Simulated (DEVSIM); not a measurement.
System: Cr/SiON/n-Si capacitor, at 300 K.

| layer (left to right) | material | thickness (nm) | Nd (cm⁻³) |
|---|---|---|---|
| 1 | SiON | 15.0 | - |
| 2 | Si | 1800 | 9.8e16 |

Metal gate on the left, work function 4.5 eV. Fixed charge at the semiconductor interface 0 cm⁻² (in units of +e); no interface traps.

Constants are typed, rounded textbook-type inputs, not results; the design itself was drawn at random and stands for no fabricated device. Values at 300 K.

```
parameter      SiON       Si
-------------  ----  -------
gap (eV)          7    1.124
affinity (eV)   1.4     4.05
permittivity    5.5     11.7
Nc (cm⁻³)         -  2.86e19
Nv (cm⁻³)         -   3.1e19
```

DEVSIM, 1D Poisson equation in equilibrium, Boltzmann statistics, complete ionisation; no quantum confinement or tunnelling. Metal contacts follow the ideal Schottky-Mott rule: no Fermi-level pinning, no interface dipoles.

The SiON thickness was swept, all else fixed.

```json
[
 {"SiON thickness (μm)": "0.006", "minimum of the low-frequency capacitance (μF/cm²)": "0.0968", "threshold voltage (band bending 2φF) (V)": "-0.73", "capacitance of the dielectric stack (μF/cm²)": "0.812"},
 {"SiON thickness (μm)": "0.0083", "minimum of the low-frequency capacitance (μF/cm²)": "0.0928", "threshold voltage (band bending 2φF) (V)": "-0.80", "capacitance of the dielectric stack (μF/cm²)": "0.587"},
 {"SiON thickness (μm)": "0.01", "minimum of the low-frequency capacitance (μF/cm²)": "0.0902", "threshold voltage (band bending 2φF) (V)": "-0.86", "capacitance of the dielectric stack (μF/cm²)": "0.487"},
 {"SiON thickness (μm)": "0.013", "minimum of the low-frequency capacitance (μF/cm²)": "0.0852", "threshold voltage (band bending 2φF) (V)": "-0.96", "capacitance of the dielectric stack (μF/cm²)": "0.375"},
 {"SiON thickness (μm)": "0.015", "minimum of the low-frequency capacitance (μF/cm²)": "0.0821", "threshold voltage (band bending 2φF) (V)": "-1.03", "capacitance of the dielectric stack (μF/cm²)": "0.325"},
 {"SiON thickness (μm)": "0.018", "minimum of the low-frequency capacitance (μF/cm²)": "0.0783", "threshold voltage (band bending 2φF) (V)": "-1.13", "capacitance of the dielectric stack (μF/cm²)": "0.271"}
]
```

From the first row to the last the minimum of the low-frequency capacitance goes from 0.0968 to 0.0783. From the first row to the last the threshold voltage (band bending 2φF) goes from -0.73 to -1.13.
